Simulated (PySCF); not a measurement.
PySCF 2.14.0, TPSSH/def2-svpd, df: Zn(Cl)(Br)(OH2)2 ([OH2]->[Zn](<-[OH2])([Cl])[Br]), 9 atoms. The geometry is a generated start, not checked to be a minimum at this level.

```yaml
task: energy
method: tpssh
basis: def2-svpd
two_electron_scheme: density fitting
mol.max_memory: 3000 MB
mf.max_cycle: 100
mf.conv_tol: 1e-09 (default)
mf.grids.level: 3 (default)
basis_functions: 180
grid_points: 127344
```

```xyz
9

Zn     0.9933     0.0076     0.2592
Cl     1.7687    -0.0970    -1.7644
Br     0.8136     0.0842     2.5649
O     -0.4163     1.6600    -0.2055
H     -0.4068     2.0296    -1.0942
H     -0.8304     2.2915     0.3926
O     -0.4982    -1.6470    -0.0180
H     -0.9015    -2.1586     0.6925
H     -0.5225    -2.1703    -0.8272
```

Charge 0 and multiplicity 1 are set for this test and not shown to be the ground state.

With the defaults (mf.DIIS = CDIIS, mf.diis = true, mf.diis_damp = 0, newton = off, mf.init_guess = minao, mf.level_shift = 0, mf.damp = 0, mf.diis_start_cycle = 1, mf.diis_space = 8) it converges in 12 Fock builds. One run each on 2 threads, 1 BLAS thread, with these changes:
- newton = Hessian by the SCF's own integrals
- mf.diis_space = 3
- mf.diis_damp = 0.3
- mf.init_guess = atom
- mf.DIIS = EDIIS
- mf.level_shift = 1 Hartree
- mf.damp = 0.3, mf.diis_start_cycle = 4
- mf.init_guess = 1e
- mf.diis = false

Task: Which of these changes keep the SCF from converging, or lead it to another solution?

Result: No convergence: mf.DIIS = EDIIS; mf.diis = false (the run ends without SCF convergence in 100 cycles). The rest reach the solution of the defaults.

```
setting                                      Fock builds             end
-------------------------------------------  -----------  --------------
the defaults                                          12   same solution
mf.diis_damp = 0.3                                    12   same solution
mf.init_guess = atom                                  12   same solution
mf.damp = 0.3, mf.diis_start_cycle = 4                15   same solution
mf.diis_space = 3                                     21   same solution
mf.init_guess = 1e                                    23   same solution
newton = Hessian by the SCF's own integrals           29   same solution
mf.level_shift = 1 Hartree                            35   same solution
mf.DIIS = EDIIS                                      101  no convergence
mf.diis = false                                      101  no convergence
```

Under newton the count holds the products with the orbital Hessian.
